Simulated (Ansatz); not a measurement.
```
GaN
1.0
    3.18273     0.00000     0.00000
   -1.59136     2.75632     0.00000
    0.00000     0.00000     5.18570
Ga N
2 2
Cartesian
  1.59136   0.91877   0.00342
  0.00000   1.83755   2.59627
  1.59136   0.91877   3.23869
  0.00000   1.83755   0.64583
```

No spin polarisation.

Hole doping at 5.0×10^21 cm⁻³ (0.227 per cell), with a uniform compensating background at fixed cell and a 300 K Fermi–Dirac width.

All numbers come from Ansatz (a program for electronic structure), PBEsol, PAW, cutoff 420 eV, scalar-relativistic without spin-orbit coupling, earlier PAW set. Settings: 21×21×12 k-points, 0.0259 eV Fermi–Dirac smearing.

**Question.** Predict the gap character.

**Answer.** Direct at Γ.

**Question.** What Fermi level relative to the doped band's edge (positive inside the band; to 0.05 eV) does the calculation give?

**Answer.** +0.40 eV.

**Question.** What is the computed gap between the host's bands?

**Answer.** 1.99 eV.

Carriers are added with a uniform compensating background; total energy and stress of such cells depend on the potential's zero and are not compared; many-body gap narrowing is missing at this level. Whether these cells are dynamically stable was not tested. The cell was made from GaN in the wurtzite structure (space group P6_3mc, No. 186) by this change: holes 5.0×10^21 cm⁻³.
